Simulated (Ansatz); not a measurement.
## TiSi (Cmmm, No. 65, 2 atoms in the cell; start mp-22558)

These are LDA (Ansatz, an electronic-structure program, plane waves, PAW) values and carry that method's errors.

Numerical settings: plane-wave cutoff 520 eV, 20×20×14 k mesh (along the axes of the cell as run), Fermi–Dirac smearing 0.05 eV, no spin polarisation, scalar-relativistic PAW data made under PBE.

Cell (relaxed at this level):

```
CELL_PARAMETERS angstrom
      1.79144    -2.03822     0.00000
      1.79144     2.03822     0.00000
      0.00000     0.00000     3.76594
ATOMIC_POSITIONS crystal
  Ti 0.50000 0.50000 0.00000
  Si 0.00000 0.00000 0.50000
```

```
Property           Value
---------------  -------
bulk modulus B0  147 GPa
```

Note: the bulk modulus is −V dP/dV from two relaxed cells at ±2 % in volume; the relaxation could not lower the start's symmetry, so the cell can be a saddle point above a distorted one.

The computed numbers hold no vibrational or temperature effects.

It cost roughly 2.2 core-minutes of CPU time.

A start named mp-… is a Materials Project structure, which need not be a measured phase.
